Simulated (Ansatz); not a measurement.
# WSe2: response to strain

Take WSe2 in the 2H-MoS2 type structure (space group P6_3/mmc, No. 194; layered, stacked along the Cartesian z axis) as the base.

```
CELL_PARAMETERS angstrom
      3.29952     0.00000     0.00000
     -1.64976     2.85747     0.00000
      0.00000     0.00000    13.14745
ATOMIC_POSITIONS crystal
  W  0.33333 0.66667 0.25000
  W  0.66667 0.33333 0.75000
  Se 0.33333 0.66667 0.62334
  Se 0.66667 0.33333 0.12334
  Se 0.66667 0.33333 0.37666
  Se 0.33333 0.66667 0.87666
```

Cartesian axes are those of the cell as printed.

Strains are applied to the cell and any free atomic positions relax; under biaxial strain the out-of-plane vector relaxes too; under stress the whole cell relaxes.

Method: r2SCAN+rVV10 (Ansatz, a first-principles code, PAW, no SOC), earlier PAW set.

Candidates:
(a) biaxial strain +2.46 %, plane normal [001], relaxed out of plane
(b) uniaxial stress, 1 GPa compression along x
(c) uniaxial strain ε_xx = −1.62 %

For the base:

The smallest direct gap is 1.61 eV.

**Question.** Order them by smallest direct gap, highest first.

**Answer.** (c) uniaxial strain ε_xx = −1.62 % (1.72 eV), (b) uniaxial stress, 1 GPa compression along x (1.64 eV), (a) biaxial strain +2.46 %, plane normal [001], relaxed out of plane (1.33 eV)

With W present, leaving out spin-orbit coupling can change the band edges. Stability under load was not tested beyond the relaxation.
